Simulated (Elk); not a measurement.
Band structure of NiBi (P6_3/mmc, 4 atoms in the cell).

```
NiBi
1.0
    4.06194     0.00000     0.00000
   -2.03097     3.51774     0.00000
    0.00000     0.00000     5.17249
Ni Bi
2 2
Direct
  0.00000   0.00000   0.50000
  0.00000   0.00000   0.00000
  0.33333   0.66667   0.25000
  0.66667   0.33333   0.75000
```

Method: LDA (PW92), all-electron FP-LAPW, Elk's shipped species files, APW+lo basis with extra local orbitals (Elk).

Settings: rgkmax = 8; swidth = 0.00367493 Ha; ngridk = 10 10 7; gmaxvr = 16 1/bohr; nxlo = 2; lorbcnd = true; rmtscf = 0.91; lmaxi = 3; maxscl = 100.

The starting cell comes from a database of computed structures (which also holds hypothetical and non-ambient phases and stackings), without a prior relaxation at this level. Its lattice was rescaled by a random factor within 2.5 % of one. Spin-orbit coupling is off. Spin polarisation is off. Values depend on the basis (sphere radii, cutoffs, local orbitals), which need not be converged.

Levels in eV from the Fermi level, bands 27 to 34:
```json
[
 {"point": "Γ", "27": "-1.10", "28": "-1.10", "29": "0.14", "30": "0.85", "31": "0.85", "32": "2.56", "33": "2.56", "34": "2.87"},
 {"point": "M", "27": "-1.85", "28": "-1.60", "29": "-1.37", "30": "-1.14", "31": "-1.07", "32": "-0.73", "33": "1.38", "34": "3.71"},
 {"point": "K", "27": "-1.61", "28": "-1.33", "29": "-1.10", "30": "-1.10", "31": "-0.28", "32": "-0.28", "33": "0.40", "34": "0.40"},
 {"point": "A", "27": "-1.77", "28": "-1.77", "29": "-0.27", "30": "-0.27", "31": "2.15", "32": "2.15", "33": "2.15", "34": "2.15"},
 {"point": "L", "27": "-1.67", "28": "-1.67", "29": "-1.56", "30": "-1.56", "31": "0.44", "32": "0.44", "33": "1.43", "34": "1.43"},
 {"point": "H", "27": "-1.74", "28": "-1.74", "29": "-1.28", "30": "-1.28", "31": "-1.07", "32": "-1.07", "33": "4.62", "34": "4.62"}
]
```

Bands cross the Fermi level along this path, so the cell is metallic at this level.
